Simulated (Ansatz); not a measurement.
SiC, response to strain

The reference is SiC in the zinc blende structure (space group F-43m, No. 216; a = 4.329 Å). Axes: x, y, z lie along the cube axes.

Strains are applied to the cell and any free atomic positions relax; under biaxial strain the out-of-plane vector relaxes too.

The values are results of LDA/PAW in Ansatz (an electronic-structure program), no spin-orbit coupling, not measurements.

Notes on the quantities. energy relative to the base: free energy F.

```csv
"biaxial strain, plane normal [001], relaxed out of plane (%)",energy relative to the base (meV/atom)
-2.5,18.6
-2,11.7
-1.5,6.5
-1,?
-0.5,0.7
0,0.0
```

### Question
Fit ΔE = Aε² + Bε³ (ε in %) to the rows shown and predict the withheld row.

### Answer
Least squares on the printed values gives A = 2.74 and B = -0.092 meV/atom (largest residual 0.0 meV/atom); this predicts 2.8 meV/atom, and the run gives 2.9 meV/atom, in agreement.

Stability against distortions was not tested.
